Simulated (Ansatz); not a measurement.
Input and output of a self-consistent single point for LuB2Ru3 (P1, 6 atoms in the cell) (Ansatz, a program for electronic structure).

Level of theory: LDA (PW92), default PAW files made with PBE (plane waves; Ansatz).

The change in words: atoms moved at random. Reference geometry:
```
LuB2Ru3
1.0
    5.43879     0.00000     0.00000
   -2.71940     4.71013     0.00000
    0.00000     0.00000     3.01059
Lu B Ru
1 2 3
Direct
  0.00000   0.00000   0.00000
  0.66667   0.33333   0.00000
  0.33333   0.66667   0.00000
  0.50000   0.00000   0.50000
  0.50000   0.50000   0.50000
  0.00000   0.50000   0.50000
```

Reference input (self-consistent single point, DFT, LDA (PW92), plane waves, default PAW files made with PBE): kpoints.mp_grid.grid = 6 6 9; hamiltonian.xc = lda; hamiltonian.pseudopotentials = {kind: paw} (the program's default PAW files); scf.occupations.method = gaussian; scf.occupations.width = 0.272 eV. This run's input differs from it in these lines:

Ansatz 0.2 input:
```diff
@@ -7,8 +7,8 @@
   atoms:
-    - { symbol: Lu, position: [0.000000, 0.000000, 0.000000] }
-    - { symbol: B, position: [0.666667, 0.333333, 0.000000] }
-    - { symbol: B, position: [0.333333, 0.666667, 0.000000] }
-    - { symbol: Ru, position: [0.500000, 0.000000, 0.500000] }
-    - { symbol: Ru, position: [0.500000, 0.500000, 0.500000] }
-    - { symbol: Ru, position: [0.000000, 0.500000, 0.500000] }
+    - { symbol: Lu, position: [-0.006613, -0.011417, 0.023430] }
+    - { symbol: B, position: [0.678338, 0.338058, 0.003688] }
+    - { symbol: B, position: [0.324079, 0.673333, 0.016284] }
+    - { symbol: Ru, position: [0.501424, 0.002285, 0.492595] }
+    - { symbol: Ru, position: [0.500775, 0.495981, 0.499791] }
+    - { symbol: Ru, position: [0.001996, 0.501760, 0.464212] }
 kpoints:
```

The program printed (abridged):

```
SCF iter   1: F=—  HF=-32070.027679 eV  |F-HF|=—  |Δ(HF+E_count)|=         —  Δρ=7.75e-3  dr2=6.50e-2  ethr=1.77e-3  ⟨swp⟩=5.8  Hψ=32063  notcnv=0
all-band conjugate gradients solve this SCF's bands
preconditioner: auto → Kerker (q_TF=auto, 2.739 Å⁻¹)
SCF iter   2: F=—  HF=-32070.015128 eV  |F-HF|=—  |Δ(HF+E_count)|=   1.26e-2  Δρ=3.90e-3  dr2=1.88e-2  ethr=8.23e-5  ⟨swp⟩=2.0  Hψ=15490  notcnv=0  defer=4
   [... lines left out ...]
SCF iter   5: F=—  HF=-32070.012158 eV  |F-HF|=—  |Δ(HF+E_count)|=   2.45e-4  Δρ=2.81e-4  dr2=1.36e-4  ethr=1.29e-6  ⟨swp⟩=2.1  Hψ=14994  notcnv=0  defer=4
SCF iter   6: F=—  HF=-32070.012133 eV  |F-HF|=—  |Δ(HF+E_count)|=   2.55e-5  Δρ=1.32e-4  dr2=5.64e-6  ethr=1.72e-7  ⟨swp⟩=2.1  Hψ=12992  notcnv=0  defer=4
SCF iter   7: F=—  HF=-32070.012132 eV  |F-HF|=—  |Δ(HF+E_count)|=   7.36e-7  Δρ=1.88e-5  dr2=1.80e-7  ethr=7.14e-9  ⟨swp⟩=2.3  Hψ=14753  notcnv=0  defer=4
SCF iter   8: F=-32070.012132 eV  HF=-32070.012132 eV  |F-HF|=1.13e-8  |Δ(HF+E_count)|=   3.17e-8  Δρ=4.35e-6  dr2=1.68e-8  ethr=1.27e-10  ⟨swp⟩=12.6  Hψ=51439  notcnv=0
SCF 1 converged in 8 iterations: F = -32070.012132 eV  dr2 = 1.68e-8
Free energy (F): -32070.012132 eV
Internal energy: -32069.871141 eV  (E = F + TS)
E sigma→0 (E₀):  -32069.941637 eV
Entropy (-TS):   -0.140991 eV (-23.498 meV/atom)
Fermi energy:    18.881052 eV
--- Forces (eV/Å), atoms counted from 1 ---
  atom   1  Lu    -0.03239381     0.12196816    -0.44643353
  atom   2  B     -0.59762866    -0.11154864    -0.61396704
  atom   3  B      0.90893999     0.05711571    -1.19367329
  atom   4  Ru     0.08115384    -0.05700658     0.53102680
  atom   5  Ru    -0.53039081     0.19125108     0.23925903
  atom   6  Ru     0.17031575    -0.20174565     1.48372274
--- Stress (GPa, compression-positive) ---
       -6.566833       2.497823      -0.236709
        2.497822      -6.467946      -0.000451
       -0.236709      -0.000450      -8.567048
  P = ⅓ Tr σ = -7.2006 GPa (-72.006 kbar)
  The stress holds the Pulay correction. Without it, at fixed plane waves, as pw.x and ABINIT print it: P = -7.2908 GPa
```

The run converged in 8 iterations. Against the reference run the free energy rises by 30.5 meV/atom, the pressure goes from -8.58 to -7.20 GPa and the largest force goes from 0.000 to 1.507 eV/Å.

The starting cell comes from a database of computed structures (which also holds hypothetical and non-ambient phases and stackings), without a prior relaxation at this level. For this run, on top of that: atoms moved at random. Spin polarisation is off. With a pressure of about -7 GPa the cell is away from its equilibrium volume at this level. Forces in this geometry exceed 1 eV/Å. Ansatz's pressure includes its estimate of the finite-basis (Pulay) stress.

Cost on one core of a shared machine: roughly 80 s.
